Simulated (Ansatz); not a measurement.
A15 Nb3Sn (cubic form, which distorts at low temperature): LDA at its full settings (plane-wave cutoff 520 eV, 10×10×10 k mesh, Fermi–Dirac smearing 0.05 eV, no spin polarisation, scalar-relativistic PAW data made under PBE) and at cheaper ones, in a cell of 8 atoms with Γ-centred meshes.

| level and setting | lattice constant a (Å) | bulk modulus B0 (GPa) |
|---|---|---|
| LDA (Ansatz) | 5.221 | 185 |
| LDA (Γ point alone) (Ansatz) | 5.089 | 237 |
| LDA (2×2×2 k mesh) (Ansatz) | (withheld) | (withheld) |
| LDA (4×4×4 k mesh) (Ansatz) | 5.217 | 184 |

Question: Some entries are withheld; supply them.

Answer: 
- LDA (2×2×2 k mesh) (Ansatz, a first-principles code), lattice constant a (Å): 5.233
- LDA (2×2×2 k mesh) (Ansatz), bulk modulus B0 (GPa): 168

Largest shifts from the full settings: lattice constant a -2.53 % (LDA (Γ point alone)), against a difference of -1.29 % of the full result from the reference 5.289 Å (measured, temperature not stated, not corrected to a static lattice; as tabulated in Priinits et al. (2024), arXiv:2406.00817); bulk modulus +28 % (LDA (Γ point alone)), against a difference of +12.1 % of the full result from the reference 165 GPa (measured, 4 K, no zero-point or thermal correction; as tabulated in Lu and Klein (1997), arXiv:cond-mat/9704251).

Caveats: symmetry holds this phase in the static calculation, where it need not be a minimum (LDA, LDA (Γ point alone), LDA (2×2×2 k mesh), LDA (4×4×4 k mesh)). Ansatz's density-functional and Hartree–Fock values are scalar-relativistic unless marked +SOC, with PAW data made under PBE.

Run with cheap settings on purpose, which may leave them unconverged: LDA (2×2×2 k mesh), LDA (4×4×4 k mesh), LDA (Γ point alone).
